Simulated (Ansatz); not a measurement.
Start from CsCaBr$_{3}$ in the cubic perovskite structure (space group Pm-3m, No. 221; a = 5.6402 Å; a cell from a computed database, its experimental status unchecked).

One thing is altered: an isotropic linear strain of −1.24 %; the atoms relax in the strained cell.

Levels (all Ansatz, a first-principles code, PAW): PBEsol (420 eV, no spin-orbit coupling); r2SCAN (500 eV, no SOC); HSE06 (420 eV, no SOC).

At the geometry relaxed with PBEsol, these levels gave the following band gaps, in shuffled order: (a) 5.86 eV, (b) 5.27 eV, (c) 4.51 eV.

Match each gap to its level.

(a) HSE06; (b) r2SCAN; (c) PBEsol.

Single points use the geometry relaxed with PBEsol. HSE06 gaps are upper bounds (no full band path). Stability against distortions was not tested. Many cubic perovskites are stable only at high temperature; tilts and polar distortions were not tested.
